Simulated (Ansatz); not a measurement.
Consider interstitial H in zinc-blende AlAs, charge state +1. Level of theory: PBE, PAW (plane waves to 420 eV; Ansatz, an electronic-structure program).

Settings: 64 host sites, the relaxed PBE lattice, one k-point at (0.250, 0.250, 0.250), smearing 0.01 eV, spin-restricted, no image-charge correction. Static, classical nuclei. The charge state is imposed; whether it is stable for some Fermi level was not computed. Sites that were not tried may lie lower.

Barriers: single points on a 2×2×2 k-point mesh shifted by half a step at the bands' geometries (they differ from the bands' own by up to 0.08 eV, and are uncertain by about as much).

The step: a concerted move, in which H travels most. Atoms about the jump, Cartesian Å from the middle of the jump, before and after:

```
atom     x0     y0     z0     x1     y1     z1
----  -----  -----  -----  -----  -----  -----
H1    -0.73  -0.73   0.06   0.73   0.73  -0.06
Al2    0.32   0.32   1.14  -0.28  -0.27   1.14
As3   -1.65  -1.65  -0.83  -1.46  -1.46  -0.62
As4    1.51   1.51  -0.61   1.70   1.70  -0.81
Al5   -2.93   0.07  -2.11  -2.86   0.04  -2.03
Al6    0.07  -2.93  -2.11   0.04  -2.86  -2.03
Al7    0.01   2.91  -2.02  -0.01   2.98  -2.11
Al8    2.91   0.01  -2.02   2.98  -0.01  -2.11
As9   -1.40   1.46  -3.46  -1.41   1.45  -3.45
As10   1.46  -1.40  -3.46   1.45  -1.41  -3.45
```

**Question.** Give the saddle-point geometry and the barrier.

**Answer.** 
```
atom      x      y      z
----  -----  -----  -----
H1     0.02   0.02  -0.69
Al2    0.02   0.02   1.10
As3   -1.36  -1.36  -0.62
As4    1.42   1.42  -0.63
Al5   -2.86   0.06  -2.05
Al6    0.06  -2.86  -2.05
Al7   -0.01   2.91  -2.05
Al8    2.91  -0.01  -2.05
As9   -1.42   1.47  -3.47
As10   1.46  -1.41  -3.47
```
It lies 0.47 eV above the start and 0.47 eV above the end. The program found a first-order saddle point.
